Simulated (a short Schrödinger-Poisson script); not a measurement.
Structure: MOS inversion layer, HfO2 on p-type Si(100), at 400 K.

From the gate side: 12.7 nm HfO2; 910 nm Si, acceptors 2.2e17 cm⁻³.

Constants are typed, rounded textbook-type inputs, not results; the design itself was drawn at random and stands for no fabricated device. HfO2: permittivity 22, conduction-band edge (eV) 1.55, gap (eV) 5.7, electron mass (mₑ) 0.2. Si: permittivity 11.7, conduction-band edge (eV) 0, gap (eV) 1.124, Nv at 300 K (cm⁻³) 3.1e19.

Channel valleys (confinement mass, in-plane density-of-states mass, number): Δ2 0.916, 0.19, 2; Δ4 0.19, 0.417, 4. At the gate the conduction-band edge of layer 1 lies 2.06 eV − eVg above the Fermi level of the channel; the field vanishes at the back. Gaps are held at their typed values at every temperature. Mesh 0.03 nm at interfaces.

Solved with a short Schrödinger-Poisson script written for these runs: 1D Poisson equation in equilibrium, electrons quantum, Hartree (BenDaniel-Duke, 12 states a valley, the channel's in-plane mass for all, wave functions ending at the dielectric), parabolic valleys, classical holes, full ionisation, no traps, pinning or gate leakage.

```
Vg (V)  electrons (cm⁻²)  C (μF/cm²)  Δ2 E0 (meV from the Fermi level)  Δ4 E0 (meV from the Fermi level)
------  ----------------  ----------  --------------------------------  --------------------------------
0.4               1.83e9       0.157                             313.4                             354.6
0.5              2.08e10       0.211                             227.9                             271.1
0.6              1.61e11       0.507                             155.2                             201.1
0.7              5.50e11       0.829                             109.7                             159.6
0.8              1.11e12       0.993                              82.2                             136.8
0.9              1.75e12        1.08                              63.2                             122.5
1                2.43e12        1.13                              48.5                             112.4
1.1              3.15e12        1.17                              36.6                             104.8
1.2              3.89e12        1.20                              26.4                              98.7
1.3              4.64e12        1.22                              17.4                              93.8
1.4              5.41e12        1.24                               9.4                              89.5
1.5              6.18e12        1.25                               2.0                              85.9
1.6              6.96e12        1.26                              -4.8                              82.6
1.7              7.75e12        1.27                             -11.1                              79.7
1.8              8.55e12        1.28                             -17.2                              77.0
1.9              9.35e12        1.29                             -22.9                              74.6
2                1.02e13        1.29                             -28.4                              72.3
2.1              1.10e13        1.30                             -33.7                              70.2
```

Gate voltages with under 1e9 electrons/cm² are left out.

**Question.** At Vg = 2.1 V the lowest Δ2 subband lies at -33.7 meV from the Fermi level. How many electrons does it hold, and what share of all?

**Answer.** The two-dimensional density of states is g m/(πħ²) = 1.59e11 cm⁻² meV⁻¹ (both spins), kT = 34.5 meV, so n = D kT ln(1 + exp(−E/kT)) = 7.09e12 cm⁻², 0.65 of the 1.10e13 cm⁻² in all.

**Question.** Compare the slope of the sheet density between 1.9 and 2.1 V with the geometric capacitance of the layers between gate and channel.

**Answer.** q Δn/ΔV = 1.32 μF/cm²; ε0/Σ(t/ε) = 1.53 μF/cm². The ratio is 0.86: the channel acts as a further capacitance in series.
